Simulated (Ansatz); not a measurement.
ScAl3, response to strain

Start from ScAl3 in the Cu3Au type structure (space group Pm-3m, No. 221; a = 4.1066 Å; relaxed with 0.1 eV smearing).

Strains are applied to the cell and any free atomic positions relax.

Calculations: PBE in Ansatz (plane waves to 420 eV, PAW, scalar-relativistic without spin-orbit coupling), earlier PAW set.

| isotropic strain (%) | pressure (GPa) |
|---|---|
| -3.47 | 11.4 |
| 0 | 0.0 |
| 0.62 | ? |
| 4.29 | -8.3 |
| 4.86 | -9.1 |

### Question
Fit P = P₀ − Bδ + Cδ² with δ = (1 + ε)³ − 1 to the rows shown and predict the withheld row.

### Answer
Least squares on the printed values gives P₀ = 0.0 GPa, B = 91.6 GPa, C = 213 GPa (largest residual 0.1 GPa); this predicts -1.6 GPa, and the run gives -1.5 GPa, in agreement.

Stability against distortions was not tested. All final runs are without spin polarisation.

Ansatz is a program for electronic structure.
